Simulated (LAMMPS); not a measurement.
MD from the melt across the composition of Cu (fcc) with a share x of Cu sites Pd; each row has its own temperature.

Level of theory: classical MD, pair style eam, the elements' _u3.eam files (universal-3 set of Foiles, Baskes and Daw); code LAMMPS.

```tsv
x	volume	state	enthalpy	self-diffusion coefficient of Cu (not corrected for cell size)	T (K)
0.25	14.458 ± 0.001 Å³/atom	liquid	-3.1007 ± 0.0003 eV/atom	(5.75 ± 0.02) × 10^-5 cm²/s	1700
0.5	15.196 ± 0.002 Å³/atom	liquid	-3.1850 ± 0.0004 eV/atom	(6.13 ± 0.02) × 10^-5 cm²/s	1830
0.75	15.953 ± 0.003 Å³/atom	liquid	-3.2037 ± 0.0005 eV/atom	(7.2 ± 0.3) × 10^-5 cm²/s	1970
```

Caution: a run this short can hold a crystal over, or a liquid under, the potential's own melting point, which these runs don't give.

States go by the mean squared displacement: a species diffuses where it passes 1.5 Å², still rises and gives D over 1e-6 cm²/s; a crystal has left its structure where atoms lie 0.35 Å off their sites on average or a cubic box changes its shape by 3 %, or the axial ratios of another lie 8 % off the starting cell's, which the potential's own relaxation can also do.

Errors of D are the spread over four groups of atoms in one short run; a floor of about 5 %, a picked value, is safer.

Uncertainties are statistical and leave out the potential's own error.
